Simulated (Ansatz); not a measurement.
# BN: biaxial strain −0.83 %, plane normal [111], relaxed out of plane

Start from BN in the zinc blende structure (space group F-43m, No. 216; a = 3.610 Å). Axes: x, y, z lie along the cube axes.

Now apply this change: biaxial strain −0.83 %, plane normal [111], relaxed out of plane (Cartesian); in-plane vectors clamped, the third vector and the atoms free.

Method: r2SCAN in Ansatz (plane waves to 500 eV, PAW, no spin-orbit coupling). Settings: 16×16×16 k-points, 0.05 eV Fermi–Dirac smearing.

| quantity | base | changed | shift |
|---|---|---|---|
| volume per atom | 5.88 Å³ | 5.79 Å³ | -0.09 Å³ |
| space group | F-43m (No. 216) | R3m (No. 160) | – |
| energy relative to the base (free energy F) | 0 meV/atom | +2.8 meV/atom | +2.8 meV/atom |
| pressure (mean of the normal stresses, compression positive) | 0.00 GPa | 6.24 GPa | +6.233 GPa |
| band gap | 5.00 eV | 5.00 eV | 0.00 eV |
| gap character | – | indirect, Γ → F | – |
| valence-band top at Γ (three highest levels, from the VBM) | 0.00, 0.00, 0.00 eV | 0.00, 0.00, -0.05 eV | – |
| out-of-plane strain | – | +0.13 % | – |
| ratio −ε⊥/ε∥ | – | 0.16 | – |
| mean in-plane stress (compression positive) | – | +9.4 GPa | – |

Semilocal Kohn–Sham gaps tend to fall short of experiment. Whether these cells are dynamically stable was not tested. k-point labels follow each cell's own Brillouin zone.

Ansatz is a program for electronic structure.
